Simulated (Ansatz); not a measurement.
**How far PBE and PBEsol part for hypothetical cubic perovskite KMnBr3, strain tensor (xx, yy, zz, yz, xz, xy) = (−0.78, +0.75, +0.21, +0.98, +1.26, −0.57) %**

The parent structure is KMnBr₃ in the cubic perovskite structure (space group Pm-3m, No. 221; a = 5.3643 Å; ferromagnetic; a hypothetical phase, not in the database extracts checked). Axes: x, y, z lie along the cube axes.

(Cell as relaxed with PBE.)

Levels (all Ansatz, a program for electronic structure, PAW): PBE (420 eV, without spin-orbit coupling); PBEsol (420 eV, no spin-orbit coupling).

Each level relaxes its own structure.

| base | PBE | PBEsol |
|---|---|---|
| volume per atom | 30.87 Å³ | 29.02 Å³ |
| lattice parameter a | 5.364 Å | 5.255 Å |
| band gap | 0.88 eV | 0.60 eV |
| largest site moment | 4.44 μB | 4.37 μB |

The change: strain tensor (xx, yy, zz, yz, xz, xy) = (−0.78, +0.75, +0.21, +0.98, +1.26, −0.57) %, atoms relaxed at fixed cell.

```tsv
quantity	PBE	PBEsol
magnetic state	ferromagnetic	…
shortest interatomic distance	2.662 Å	…
energy relative to the base (free energy F)	+1.6 meV/atom	…
```

### Question
Given the PBE results, estimate those of PBEsol.

### Answer

- magnetic state, PBEsol: ferromagnetic
- shortest interatomic distance, PBEsol: 2.607 Å
- energy relative to the base (free energy F), PBEsol: +1.7 meV/atom

PBE's shortest interatomic distance lies 0.0544 Å above PBEsol's (2.1 %); the two agree on the magnetic state. Neither level is exact; PBEsol is the comparison here, not a measurement.

No phonon test of stability was made. No Hubbard U is applied and the magnetic state is the run's own (KMnBr3 ferromagnetic); other magnetic orders, which need larger cells, were not tried and can change the gap. A gap here joins edges of opposite spin (a spin-flip gap). Many cubic perovskites are stable only at high temperature; tilts and polar distortions were not tested.
